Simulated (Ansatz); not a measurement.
Consider these faces of tetragonal MoSi2, relaxed from ideal cuts in 1x1 cells: (001), (100), (101), (110).

Computed with PBE (plane waves to 420 eV, PAW; Ansatz, a quantum-chemistry and plane-wave program).

Question: Rank these by surface energy (lowest first), as PBE gives it.

Answer: (110) (2.16 J/m²), (101) (2.19 J/m²), (001) (2.32 J/m²), (100) (2.64 J/m²)
